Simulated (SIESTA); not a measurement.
SIESTA run on Se (P3_121, 3 atoms in the cell): self-consistent single point.

Method of the run: SIESTA with GGA PBEsol, numerical atomic orbitals DZP, PseudoDojo PBEsol standard norm-conserving potentials (rewritten from UPF to PSML).

```
CELL_PARAMETERS angstrom
      4.54716     0.00000     0.00000
     -2.27358     3.93796     0.00000
      0.00000     0.00000     5.02560
ATOMIC_POSITIONS crystal
  Se 0.21789 0.00000 0.33333
  Se 0.00000 0.21789 0.66667
  Se 0.78211 0.78211 0.00000
```

Reference input (self-consistent single point, DFT, GGA PBE, numerical atomic orbitals DZP, PseudoDojo PBE standard norm-conserving potentials (rewritten from UPF to PSML)): XC.functional = GGA; XC.authors = PBE; potentials = PseudoDojo PBE standard; PAO.BasisSize = DZP; PAO.EnergyShift = 0.01 Ry; MeshCutoff = 400 Ry; kgrid.MonkhorstPack = 7 7 6; OccupationFunction = FD; ElectronicTemperature = 10 K; MaxSCFIterations = 150; SCF.Mixer.Method = Broyden; SCF.Mixer.Weight = 0.2. This run's input differs from it in these lines:

```diff
@@ -1,2 +1,2 @@
-# files in the folder: Se.psml (PseudoDojo PBE standard)
+# files in the folder: Se.psml (PseudoDojo PBEsol standard)
 SystemName  Se
@@ -23,3 +23,3 @@
 XC.functional                GGA
-XC.authors                   PBE
+XC.authors                   PBEsol
 PAO.BasisSize                DZP
```

Output, abridged:

```
        iscf     Eharris(eV)        E_KS(eV)     FreeEng(eV)     dDmax    Ef(eV) dHmax(eV)
   scf:    1    -9882.057598    -9880.854365    -9880.854365  0.446258 -3.490353  2.601292
   scf:    2    -9881.268848    -9881.070190    -9881.070190  0.048848 -3.902143  1.841267
   scf:    3    -9881.347292    -9881.245922    -9881.245922  0.101265 -3.706464  0.164835
   scf:    4    -9881.251105    -9881.248644    -9881.248644  0.006594 -3.798293  0.042215
   scf:    5    -9881.249571    -9881.249174    -9881.249174  0.003236 -3.836655  0.008515
   [... 5 lines left out ...]
   scf:   11    -9881.249195    -9881.249195    -9881.249195  0.000017 -3.838961  0.000434
   scf:   12    -9881.249195    -9881.249195    -9881.249195  0.000014 -3.839006  0.000355
   scf:   13    -9881.249195    -9881.249195    -9881.249195  0.000011 -3.839049  0.000291
   scf:   14    -9881.249195    -9881.249195    -9881.249195  0.000010 -3.839090  0.000243
SCF Convergence by DM+H criterion
max |DM_out - DM_in|         :     0.0000096844
max |H_out - H_in|      (eV) :     0.0002428830
SCF cycle converged after 14 iterations

Using DM_out to compute the final energy and forces

siesta: E_KS(eV) =            -9881.2492

siesta: E_KS - E_eggbox =     -9881.2492

siesta: Atomic forces (eV/Ang):
     1    1.607309    0.000129    0.001550
     2   -0.803542    1.392034   -0.001548
     3   -0.804598   -1.393606   -0.000001
   Tot   -0.000831   -0.001442    0.000000
   Max    1.607309
   Res    0.928344    sqrt( Sum f_i^2 / 3N )
   Max    1.607309    constrained

Stress tensor Voigt[x,y,z,yz,xz,xy] (kbar):       -9.22       -8.66      -45.04        0.02       -0.04        0.49
(Free)E + p*V (eV/cell)    -9880.0711
Target enthalpy (eV/cell)    -9881.2492

   [... lines left out ...]
siesta: FreeEng =     -9881.249195
   [... lines left out ...]
siesta:    -0.005756    0.000306   -0.000023
siesta:     0.000306   -0.005403    0.000013
siesta:    -0.000023    0.000013   -0.028114

siesta: Cell volume =         89.991218 Ang**3

siesta: Pressure (static):
siesta:                Solid            Molecule  Units
siesta:           0.00014258          0.00024497  Ry/Bohr**3
siesta:           0.01309097          0.02249191  eV/Ang**3
siesta:          20.97404163         36.03600688  kBar
```

The run converged in 14 iterations. Against the reference run the pressure goes from 4.53 to 2.10 GPa, the largest force goes from 1.737 to 1.609 eV/Å and the gap on the mesh goes from 1.118 to 1.078 eV.

The starting cell comes from a database of computed structures (which also holds hypothetical and non-ambient phases and stackings), without a prior relaxation at this level. Its lattice was rescaled by a random factor within 2.5 % of one. Values carry the incompleteness of an atom-centred basis. Forces in this geometry exceed 1 eV/Å.
